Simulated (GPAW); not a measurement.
**How far to go with the k-point mesh at a smearing width of 0.02 eV: Sr (Fm-3m, 1 atom in the cell)**

```yaml
crystal:
  lattice:
    - [0.00000, 3.03088, 3.03088]
    - [3.03088, 0.00000, 3.03088]
    - [3.03088, 3.03088, 0.00000]
  atoms:
    - { symbol: Sr, position: [0.00000, 0.00000, 0.00000] }
```

Computed with PBE, GPAW PAW datasets PBE (gpaw-data 1.0.1) (plane waves; GPAW 25.7.0).

Base settings: mode = pw; ecut = 600 eV; xc = PBE; kpts = 7 7 7; mesh shift (steps) = 0 0 0; occupations.name = fermi-dirac; occupations.width = 0.1 eV; nbands = -7; convergence.forces = 0.001 eV/Å; symmetry.symmorphic = false.

In this ladder: occupations.width = 0.02 eV.

Only quantities that move along the ladder and can be compared are tabulated.

The count of work is k-points × plane waves × bands × iterations; it is no time. 

The starting cell has typed, rounded lattice constants, without a prior relaxation at this level. Its lattice was rescaled by up to half a per cent.

Steps (kpts): 3 3 3; 4 4 4; 5 5 5; 6 6 6; 7 7 7; 9 9 9; 10 10 10; 13 13 13; 15 15 15; 18 18 18; 22 22 22.

Problem. What is the coarsest kpts that holds the pressure within 0.2 GPa of the last step, with all finer ones?

Solution. 5 5 5, at 0.030 of the last step's count of work; the step before is off by 0.35 GPa.

Problem. What is the coarsest kpts that holds the free energy within 2 meV/atom of the last step, with all finer ones?

Solution. 10 10 10, at 0.14 of the last step's count of work; the step before is off by 2.6 meV/atom.

```csv
kpts,free energy less the last step's (meV/atom),pressure (GPa),count of work / last
3 3 3,87.20,0.49,0.012
4 4 4,-41.46,0.19,0.026
5 5 5,-14.06,-0.27,0.030
6 6 6,25.72,-0.13,0.053
7 7 7,-0.85,-0.11,0.061
9 9 9,2.57,-0.20,0.11
10 10 10,1.27,-0.15,0.14
13 13 13,0.48,-0.15,0.26
15 15 15,0.07,-0.17,0.37
18 18 18,-0.08,-0.16,0.59
22 22 22,0.00,-0.16,1.0
```
